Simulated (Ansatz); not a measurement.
## ZnSe: response to strain

Start from ZnSe in the zinc blende structure (space group F-43m, No. 216; a = 5.6333 Å). Axes: x, y, z lie along the cube axes.

Strains are applied to the cell and any free atomic positions relax.

Level of theory: PBEsol, PAW, 420 eV (Ansatz, a program for electronic structure; no spin-orbit coupling).

Notes on the quantities. energy relative to the base: free energy F.

| uniaxial strain ε_zz (%) | energy relative to the base (meV/atom) |
|---|---|
| -3 | 5.7 |
| -2.5 | 4.0 |
| -2 | 2.5 |
| -1.5 | ? |
| -1 | 0.6 |
| -0.5 | 0.2 |
| 0 | 0.0 |

Question: Fit ΔE = Aε² + Bε³ (ε in %) to the rows shown and predict the withheld row.

Answer: Least squares on the printed values gives A = 0.624 and B = -0.0037 meV/atom (largest residual 0.0 meV/atom); this predicts 1.4 meV/atom, and the run gives 1.4 meV/atom, in agreement.

Whether these cells are dynamically stable was not tested.
